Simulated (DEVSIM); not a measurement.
Device: Schottky contact on n-type Si, at 300 K.

Layer 1 from the left is Si, thickness (μm) 2.70, Nd (cm⁻³) 2.4e17, τn (s) 0.00018, τp (s) 0.00018. Layer 2 from the left is Si, thickness (μm) 9.40, Nd (cm⁻³) 1.3e18, τn (s) 0.00018, τp (s) 0.00018.

Left contact: Schottky, work function 4.8 eV, emission velocity 1.5e6 cm/s. Right contact: ohmic. Voltage is applied to the left contact. Recombination: SRH at mid-gap. Mobility is μmin + (μ − μmin)/(1 + (N/Nref)^α).

Constants are typed, rounded textbook-type inputs, not results; the design itself was drawn at random and stands for no fabricated device. Values at 300 K.

Si: gap (eV) 1.124, affinity (eV) 4.05, permittivity 11.7, Nc (cm⁻³) 2.86e19, Nv (cm⁻³) 3.1e19, μn (cm²/Vs) 1417, μp (cm²/Vs) 470, μn,min 52, μp,min 45, Nref,n 9.7e16, Nref,p 2.2e17, αn 0.68, αp 0.72.

Simulated with DEVSIM: 1D drift-diffusion, Boltzmann statistics, complete ionisation; no tunnelling, impact ionisation, image-force lowering or self-heating. Metal contacts follow the ideal Schottky-Mott rule: no Fermi-level pinning, no interface dipoles.

What does the simulation give for the potential step across the device at zero bias, the dark forward voltage at 1 A/cm², the dark forward voltage at 100 A/cm²?

potential step across the device at zero bias 0.670 V; dark forward voltage at 1 A/cm² 0.344 V; dark forward voltage at 100 A/cm² 0.467 V.
